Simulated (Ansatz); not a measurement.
How the elastic constant C12 of wurtzite BN (high-pressure phase) moves with the method

No measured value is used here.

```csv
level (code),value (GPa),cell (Å³/atom)
LDA (Ansatz),147,5.76
BLYP (Ansatz),[?],6.08
PBE (Ansatz),129,5.97
RPBE (Ansatz),121,6.06
PBE-D3(BJ) (Ansatz),133,5.88
r²SCAN (Ansatz),135,5.90
r²SCAN+rVV10 (Ansatz),137,5.88
LC-ωPBE (Ansatz),[?],5.80
PBE0 (Ansatz),[?],5.83
```

Task: Some entries are withheld; supply them.

Result: 
- BLYP (Ansatz, a program for electronic structure), value (GPa): 114
- LC-ωPBE (Ansatz), value (GPa): 153
- PBE0 (Ansatz), value (GPa): 142

PBE-D3(BJ): the dispersion coefficients are held fixed in the derivatives. Each level is taken at its own relaxed cell. Cutoffs and k meshes differ between the levels. Ansatz's density-functional and Hartree–Fock values are scalar-relativistic unless marked +SOC, with PAW data made under PBE.
